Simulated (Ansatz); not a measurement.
```yaml
crystal:
  lattice:
    - [26.50000, 0.00000, 0.00000]
    - [0.00000, 26.50000, 0.00000]
    - [0.00000, 0.00000, 3.85728]
  atoms:
    - { symbol: Si, position: [0.76954, 0.54047, 0.50000] }
    - { symbol: Si, position: [0.77876, 0.58590, 0.00000] }
    - { symbol: Si, position: [0.72529, 0.65341, 0.00000] }
    - { symbol: Si, position: [0.71388, 0.69834, 0.50000] }
    - { symbol: Si, position: [0.63641, 0.73596, 0.50000] }
    - { symbol: Si, position: [0.60664, 0.77150, 0.00000] }
    - { symbol: Si, position: [0.52052, 0.77178, 0.00000] }
    - { symbol: Si, position: [0.47828, 0.79088, 0.50000] }
    - { symbol: Si, position: [0.40057, 0.75376, 0.50000] }
    - { symbol: Si, position: [0.35422, 0.75265, 0.00000] }
    - { symbol: Si, position: [0.30030, 0.68549, 0.00000] }
    - { symbol: Si, position: [0.25903, 0.66438, 0.50000] }
    - { symbol: Si, position: [0.23959, 0.58048, 0.50000] }
    - { symbol: Si, position: [0.21157, 0.54355, 0.00000] }
    - { symbol: Si, position: [0.23046, 0.45953, 0.00000] }
    - { symbol: Si, position: [0.22124, 0.41410, 0.50000] }
    - { symbol: Si, position: [0.27471, 0.34659, 0.50000] }
    - { symbol: Si, position: [0.28612, 0.30166, 0.00000] }
    - { symbol: Si, position: [0.36359, 0.26404, 0.00000] }
    - { symbol: Si, position: [0.39336, 0.22850, 0.50000] }
    - { symbol: Si, position: [0.47948, 0.22822, 0.50000] }
    - { symbol: Si, position: [0.52172, 0.20912, 0.00000] }
    - { symbol: Si, position: [0.59943, 0.24624, 0.00000] }
    - { symbol: Si, position: [0.64578, 0.24735, 0.50000] }
    - { symbol: Si, position: [0.69970, 0.31451, 0.50000] }
    - { symbol: Si, position: [0.74097, 0.33562, 0.00000] }
    - { symbol: Si, position: [0.76041, 0.41952, 0.00000] }
    - { symbol: Si, position: [0.78843, 0.45645, 0.50000] }
```

Levels: PBE (plane waves to 420 eV, PAW; Ansatz, a program for electronic structure); r2SCAN (plane waves to 500 eV, PAW; Ansatz). Unmarked values and the geometry are of the first. Mesh 1×1×18. No spin polarisation. Periodic along z alone, with about 11 Å of vacuum beside it. A model structure. It keeps the symmetry and period of its start, so it need not be a minimum against all distortions. Buckling under compression is shut out by symmetry and the short period.

Task: Say what this body is, and give its properties.

Result: (7,7) silicon nanotube. A hypothetical model, rolled from the flat sheet.
```
Property                                                                                Result
---------------------------------------------------------  -----------------------------------
mean diameter                                                                          14.95 Å
radii of the innermost and outermost atoms                                     7.22 and 7.73 Å
energy over the flat sheet                                                        +20 meV/atom
PBE gap                                                    0.32 eV, direct at k = 0.323 × 2π/c
electron mass along the axis (PBE)                                                     0.11 mₑ
hole mass along the axis (PBE)                                                         0.10 mₑ
valence and conduction edges under the vacuum level (PBE)                     4.70 and 4.38 eV
r2SCAN gap at this geometry                                                            0.36 eV
axial stiffness dF/dε                                                                   281 nN
```
